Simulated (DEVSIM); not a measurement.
System: illuminated Si n-on-p cell, one wavelength, at 300 K.

| layer (left to right) | material | thickness (μm) | Nd (cm⁻³) | Na (cm⁻³) | τn (s) | τp (s) | absorption coefficient (cm⁻¹) |
|---|---|---|---|---|---|---|---|
| 1 | Si | 0.300 | 1e19 | - | 1.4e-8 | 6.8e-8 | 32000 |
| 2 | Si | 50.0 | - | 1.4e16 | 1.2e-7 | 1.2e-7 | 32000 |

Left contact: ohmic, minority hole recombination velocity 3000 cm/s. Right contact: ohmic, minority electron recombination velocity 3000 cm/s. Voltage is applied to the left contact. Recombination: SRH at mid-gap, radiative, Auger. Gap narrowing is on: ΔEg = 6.92 meV × (l + √(l² + 0.5)), l = ln(N/1.3e17 cm⁻³), shared equally by both band edges. Light enters at the left, 4.5e15 photons cm⁻² s⁻¹, one pass, no reflection. Mobility is μmin + (μ − μmin)/(1 + (N/Nref)^α).

This is a model device: material constants are rounded textbook-type values typed into the input, and sizes, dopings and lifetimes were drawn at random. Values at 300 K.

| parameter | Si |
|---|---|
| gap (eV) | 1.124 |
| affinity (eV) | 4.05 |
| permittivity | 11.7 |
| Nc (cm⁻³) | 2.86e19 |
| Nv (cm⁻³) | 3.1e19 |
| μn (cm²/Vs) | 1417 |
| μp (cm²/Vs) | 470 |
| μn,min | 52 |
| μp,min | 45 |
| Nref,n | 9.7e16 |
| Nref,p | 2.2e17 |
| αn | 0.68 |
| αp | 0.72 |
| B (cm³/s) | 4.7e-15 |
| Cn (cm⁶/s) | 2.8e-31 |
| Cp (cm⁶/s) | 9.9e-32 |

Simulated with DEVSIM: 1D drift-diffusion, Boltzmann statistics, complete ionisation; no tunnelling, impact ionisation, image-force lowering or self-heating.

Question: Tabulate band edges, carrier densities and field at zero bias, in the dark.

Answer: Energies count from the Fermi level of the right contact; mesh points crowd at the junctions.

```
x (μm)   Ec (eV)  Ev (eV)  n (cm⁻³)  p (cm⁻³)  field (V/cm)
-------  -------  -------  --------  --------  ------------
0.000      0.027   -1.036    1.0e19       120           ≈ 0
0.02820    0.027   -1.036    1.0e19       120           ≈ 0
0.08022    0.027   -1.036    1.0e19       120           ≈ 0
0.1781     0.027   -1.036    1.0e19       120           ≈ 0
0.2667     0.027   -1.036    1.0e19       120           ≈ 0
0.2964     0.029   -1.035    9.4e18       130         12000
0.3221     0.225   -0.898    4.7e15     25000         54000
0.4092     0.613   -0.510     1.4e9    8.4e10         35000
0.5771     0.911   -0.212     14000    8.4e15          3600
0.9295     0.924   -0.199      8600    1.4e16           ≈ 0
1.753      0.924   -0.199      8500    1.4e16           ≈ 0
4.542      0.924   -0.199      8500    1.4e16           ≈ 0
9.534      0.924   -0.199      8500    1.4e16           ≈ 0
21.20      0.924   -0.199      8500    1.4e16           ≈ 0
39.70      0.924   -0.199      8500    1.4e16           ≈ 0
45.62      0.924   -0.199      8500    1.4e16           ≈ 0
48.16      0.924   -0.199      8500    1.4e16           ≈ 0
49.37      0.924   -0.199      8500    1.4e16           ≈ 0
49.99      0.924   -0.199      8500    1.4e16           ≈ 0
50.17      0.924   -0.199      8500    1.4e16           ≈ 0
50.26      0.924   -0.199      8500    1.4e16           ≈ 0
50.30      0.924   -0.199      8500    1.4e16           ≈ 0
```
